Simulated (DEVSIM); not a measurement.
Device: abrupt CdTe n-p junction, at 300 K.

Layer 1 from the left is CdTe, thickness (μm) 0.400, Nd (cm⁻³) 1.9e16, τn (s) 7.5e-8, τp (s) 7.5e-8. Layer 2 from the left is CdTe, thickness (μm) 4.30, Na (cm⁻³) 1.4e15, τn (s) 7.5e-8, τp (s) 7.5e-8.

Left contact: ohmic. Right contact: ohmic. Voltage is applied to the left contact. Recombination: SRH at mid-gap. Mobility is μmin + (μ − μmin)/(1 + (N/Nref)^α).

Constants are typed, rounded textbook-type inputs, not results; the design itself was drawn at random and stands for no fabricated device. Values at 300 K.

CdTe: gap (eV) 1.5, affinity (eV) 4.28, permittivity 10.2, Nc (cm⁻³) 8e17, Nv (cm⁻³) 1.8e19, μn (cm²/Vs) 1000, μp (cm²/Vs) 80, μn,min 100, μp,min 10, Nref,n 1e17, Nref,p 1e17, αn 0.6, αp 0.6.

Model (solved in DEVSIM): 1D drift-diffusion, Boltzmann statistics, complete ionisation; no tunnelling, impact ionisation, image-force lowering or self-heating.

Dark forward current:

```csv
|V| (V),|J| (A/cm²)
0.05,9.687e-12
0.10,3.378e-11
0.15,9.798e-11
0.20,2.717e-10
0.25,7.436e-10
0.30,2.029e-9
0.35,5.541e-9
0.40,1.518e-8
0.45,4.180e-8
0.50,1.162e-7
0.55,3.294e-7
0.60,9.699e-7
0.65,3.081e-6
0.70,1.118e-5
0.75,4.872e-5
0.80,0.0002547
0.85,0.001516
0.90,0.009692
0.95,0.06385
1.00,0.4163
1.05,2.432
1.10,10.59
1.15,31.92
1.20,71.86
1.25,132.8
1.30,215.2
```

**Question.** Work out the local ideality factor n = ΔV / (kT/q · ln(J2/J1)) between the rows 0.15 and 0.20 V, 0.90 and 0.95 V, 1.25 and 1.30 V.

**Answer.** kT/q = 25.85 mV. From 0.15 to 0.20 V: ln(2.717e-10/9.798e-11) = 1.020, n = 1.90, near the 2 of recombination in the depletion region. From 0.90 to 0.95 V: ln(0.06385/0.009692) = 1.885, n = 1.03, near the 1 of diffusion or emission over a barrier. From 1.25 to 1.30 V: ln(215.2/132.8) = 0.483, n = 4.01.

**Question.** Estimate the current at 0.90 V from the Shockley equation with J0 = Σ q ni² D/(N L) coth(W/L), τ joining the SRH, radiative and Auger lifetimes that are on, and W taken as the whole layer.

**Answer.** ni² = 9.07e11 cm⁻⁶; holes in the n layer: μ = 61.1 cm²/Vs, D = 1.58 cm²/s, τ = 7.50e-8 s, L = 3.44 μm, W/L = 0.12, term 3.03e-19 A/cm²; electrons in the p layer: μ = 935 cm²/Vs, D = 24.2 cm²/s, τ = 7.50e-8 s, L = 13.5 μm, W/L = 0.32, term 6.03e-18 A/cm². J0 = 6.34e-18 A/cm², and J = J0 exp(qV/kT) = 0.00836 A/cm². The simulation gives 0.00969 A/cm²; the estimate lies 14 % below. The estimate leaves out recombination in the depletion region and that region's share of W.
